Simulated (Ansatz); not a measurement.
Consider La (space group P6_3/mmc, No. 194; a = 3.6613 Å, c = 11.7179 Å).

All numbers come from PBEsol (Ansatz, a program for electronic structure; PAW; 420 eV plane waves; no spin-orbit coupling), earlier PAW set.

For the base:

```
Quantity              Result
-------------------  -------
Lattice parameter a  3.661 Å
```

It is then changed as follows: cell and atoms relaxed at a pressure of 50 GPa.

Task: What does the calculation give for the lattice parameter a after the change?

Result: The lattice parameter a falls by 0.694 Å to 2.967 Å.

Load acts through the strain it causes; cell and atoms are relaxed under it. Stability against distortions was not tested. Competing high-pressure phases were not computed.
